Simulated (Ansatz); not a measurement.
# Band gap of GaAs (model structure, within 0.1 Å of P6₄22, No. 181, 6 atoms in the cell) at several levels of theory

No measured value is used here.

```tsv
level (code)	value (eV)	cell (Å³/atom)
LDA (Ansatz)	0.00	20.47
PBE+SOC (Ansatz)	0.00	20.47
PBEsol+SOC (Ansatz)	0.00	20.47
PBE-D3(BJ) (Ansatz)	0.00	20.66
r²SCAN+SOC (Ansatz)	0.02 (indirect)	20.47
HSE06 (Ansatz)	0.02 (direct)	20.47
```

Computed values are for a static lattice. Levels without +SOC have no spin–orbit coupling; where heavier elements are present it shifts gaps, mostly down, and can invert bands. A gap of zero means that the bands touch or overlap; how far they overlap is not shown.  HSE06: PBE has no gap here, and a hybrid on a coarse mesh can open a false one. Values are at the PBEsol cell; PBE-D3(BJ) at the level's own relaxed cell. Cutoffs and k meshes differ between the levels. Ansatz's density-functional and Hartree–Fock values are scalar-relativistic unless marked +SOC, with PAW data made under PBE.

A model structure was made by putting elements into a prototype or built by hand; it is no filed structure, need not be a known phase, and can be a saddle point held by its symmetry.

Ansatz is a first-principles code.
